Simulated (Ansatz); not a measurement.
The (210) surface of germanium (in the relaxation like top atoms buckled by 0.5 Å), rebonded: 1 pair of surface atoms bonded, no caps (bottom of the slab: built like the top, H on every dangling bond, free)

Level of theory: PBE (plane waves to 420 eV, PAW; Ansatz, a program for electronic structure).

Slab: 21 atoms, 11.1 Å thick at the start with caps and adatoms (thin: gaps and levels are the slab's own); k 6x5x1, smearing 0.025 eV, dipole-corrected; 3 atoms held, the rest relaxed; no symmetry held; no spin, no spin-orbit, no U. In PBE it lies 0.17 eV a 1x1 cell over the lowest computed structure of the same composition (no caps, spin-polarised start).

```yaml
gap_of_the_slab_on_its_k_mesh: 0.26 eV
highest_filled_level_below_the_top_vacuum_level: 4.40 eV
energy_released_by_relaxation: 1.31 eV
cost: around 28 core-minutes (rough)
```
